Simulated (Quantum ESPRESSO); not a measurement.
Quantum ESPRESSO run on RbBr (Fm-3m, 2 atoms in the cell): self-consistent single point.

Computed with LDA (PZ), GBRV 1.5 ultrasoft (LDA) pseudopotentials (plane waves; Quantum ESPRESSO).

```
CELL_PARAMETERS angstrom
      0.00000     3.46459     3.46459
      3.46459     0.00000     3.46459
      3.46459     3.46459     0.00000
ATOMIC_POSITIONS crystal
  Rb 0.00000 0.00000 0.00000
  Br 0.50000 0.50000 0.50000
```

Reference input (self-consistent single point, DFT, LDA (PZ), plane waves, GBRV 1.5 ultrasoft (LDA) pseudopotentials): ecutwfc = 40 Ry; ecutrho = 200 Ry; occupations = fixed; potentials = {Rb: rb_lda_v1.uspp.F.UPF, Br: br_lda_v1.4.uspp.F.UPF}; K_POINTS = automatic 4 4 4 0 0 0; nbnd = 10; conv_thr = 1e-10 Ry; mixing_beta = 0.7. This run's input differs from it in these lines:

```diff
@@ -28,3 +28,3 @@
 K_POINTS automatic
-4 4 4  0 0 0
+3 3 3  0 0 0
 CELL_PARAMETERS angstrom
```

Output (repeated stretches shortened):

```
     Self-consistent Calculation

     iteration #  1     ecut=    40.00 Ry     beta= 0.70

     Threshold (ethr) on eigenvalues was too large:
     Diagonalizing with lowered threshold

     negative rho (up, down):  6.408E-02 0.000E+00

     total energy              =    -100.05622101 Ry
     estimated scf accuracy    <       0.06958636 Ry

     iteration #  2     ecut=    40.00 Ry     beta= 0.70

     negative rho (up, down):  6.525E-02 0.000E+00

     total energy              =    -100.07458450 Ry
     estimated scf accuracy    <       0.01055143 Ry

     iteration #  3     ecut=    40.00 Ry     beta= 0.70

     negative rho (up, down):  6.531E-02 0.000E+00

     total energy              =    -100.07685562 Ry
     estimated scf accuracy    <       0.00038834 Ry

   [... 3 blocks of this kind left out ...]

     iteration #  7     ecut=    40.00 Ry     beta= 0.70

     negative rho (up, down):  6.520E-02 0.000E+00

     total energy              =    -100.07693278 Ry
     estimated scf accuracy    <          4.5E-10 Ry

     iteration #  8     ecut=    40.00 Ry     beta= 0.70

     negative rho (up, down):  6.520E-02 0.000E+00
     End of self-consistent calculation

     highest occupied, lowest unoccupied level (ev):     0.7627    4.6320

!    total energy              =    -100.07693278 Ry
     estimated scf accuracy    <          1.1E-11 Ry

     convergence has been achieved in   8 iterations

     negative rho (up, down):  6.520E-02 0.000E+00

     Forces acting on atoms (cartesian axes, Ry/au):

     atom    1 type  1   force =     0.00000000    0.00000000   -0.00000000
     atom    2 type  2   force =    -0.00000000    0.00000000    0.00000000

     Total force =     0.000000     Total SCF correction =     0.000000

     negative rho (up, down):  6.520E-02 0.000E+00
          total   stress  (Ry/bohr**3)                   (kbar)     P=      -15.90
  -0.00010811  -0.00000000  -0.00000000          -15.90       -0.00       -0.00
  -0.00000000  -0.00010811  -0.00000000           -0.00      -15.90       -0.00
  -0.00000000  -0.00000000  -0.00010811           -0.00       -0.00      -15.90

   JOB DONE.
```

The run converged in 8 iterations. Against the reference run the free energy rises by 1.7 meV/atom, the pressure moves little (-1.61 to -1.59 GPa) and the gap on the mesh moves little (3.872 to 3.869 eV).

The starting cell comes from a database of computed structures (which also holds hypothetical and non-ambient phases and stackings), without a prior relaxation at this level. Its lattice was rescaled by a random factor within 2.5 % of one.
